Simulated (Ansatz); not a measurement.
The reference is Ir in the fcc (Cu type) structure (space group Fm-3m, No. 225; a = 3.831 Å; relaxed with 0.1 eV smearing). Axes: x, y, z lie along the cube axes.

Calculations: PBEsol (Ansatz, a first-principles code, PAW, scalar-relativistic without spin-orbit coupling).

Strains are applied to the cell and any free atomic positions relax; under biaxial strain the out-of-plane vector relaxes too.

One change was made to it. Results:

| quantity | base | after |
|---|---|---|
| energy relative to the base (free energy F) | 0 meV/atom | +1.3 meV/atom |
| pressure (mean of the normal stresses, compression positive) | 0.0 GPa | -2.3 GPa |

Task: Which of these changes matches the shifts?
(A) biaxial strain −1.25 %, plane normal [111], relaxed out of plane
(B) biaxial strain −0.42 %, plane normal [111], relaxed out of plane
(C) biaxial strain +0.42 %, plane normal [111], relaxed out of plane
(D) biaxial strain +1.25 %, plane normal [111], relaxed out of plane
(E) biaxial strain −0.83 %, plane normal [111], relaxed out of plane

Result: C, biaxial strain +0.42 %, plane normal [111], relaxed out of plane. For comparison, the pressure in the other runs: biaxial strain +1.25 %, plane normal [111], relaxed out of plane gives -6.6 GPa; biaxial strain −0.83 %, plane normal [111], relaxed out of plane gives 5.0 GPa; biaxial strain −1.25 %, plane normal [111], relaxed out of plane gives 7.8 GPa; biaxial strain −0.42 %, plane normal [111], relaxed out of plane gives 2.5 GPa.

Stability against distortions was not tested. The final runs are not spin-polarised.
